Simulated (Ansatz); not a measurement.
**Fermi-surface data of RuAl under load (space group R-3m)**

Given:

```
AlRu
1.0
    2.97344    -0.00693    -0.00693
   -0.00693     2.97344    -0.00693
   -0.00693    -0.00693     2.97344
Al Ru
1 1
Direct
  0.00000   0.00000   0.00000
  0.50000   0.50000   0.50000
```

Level of theory: PBEsol, rigid bands (plane waves, PAW, scalar-relativistic; Ansatz, a program for electronic structure). Condition of this run: uniaxial stress along [111] of 2 GPa (compression positive) (the target of the relaxation). Cell: cell and atoms relaxed with PBEsol, then loaded as said.

The density of states at the Fermi level is 1.58 states/(eV·cell), both spins. The bare Sommerfeld coefficient is 1.86 mJ/(mol of atoms·K²), the drude plasma energy comes out as 7.9 eV and the root-mean-square Fermi velocity comes out as 6.3e5 m/s. The resistivity times τ is 7.8 ×10⁻²² Ω·m·s.

A metal at this level (no band gap); rigid bands, thermally averaged at 300 K, both spins. Spin-orbit coupling is left out. τ is one relaxation time for all states.
